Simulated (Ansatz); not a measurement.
The starting structures come from a database of crystals and need not be the phases stable at ambient conditions.

 Where the default PAW files enter, the runs use the earlier of Ansatz's two default sets.

Data:

```
CELL_PARAMETERS angstrom
      7.05244     0.00000     0.00000
      0.00000     7.10827     0.00000
      3.52622     0.00000     2.03586
ATOMIC_POSITIONS crystal
  Cu 0.33333 0.59399 0.00000
  Cu 0.66667 0.40601 0.00000
  I  0.66667 0.77034 0.00000
  I  0.33333 0.22966 0.00000
```

Space group of this cell: P-3m1. The cell was relaxed by PBE-D3(BJ); by r2SCAN its mean pressure is 1.4 GPa.

Transport runs along the normal of the first two printed cell vectors, the (110) plane of the conventional cell.

The gap is the functional's own. No spin-orbit coupling. Mid-gap values are interpolated on the energy grid.

Problem. Estimate the band gap and the smallest decay constant κ at mid-gap that r2SCAN in Ansatz (a quantum-chemistry and plane-wave program) returns for this system.

Solution. Gap 2.10 eV on a 14×4×14 mesh; κ = 0.186 1/Å, at the zone centre.
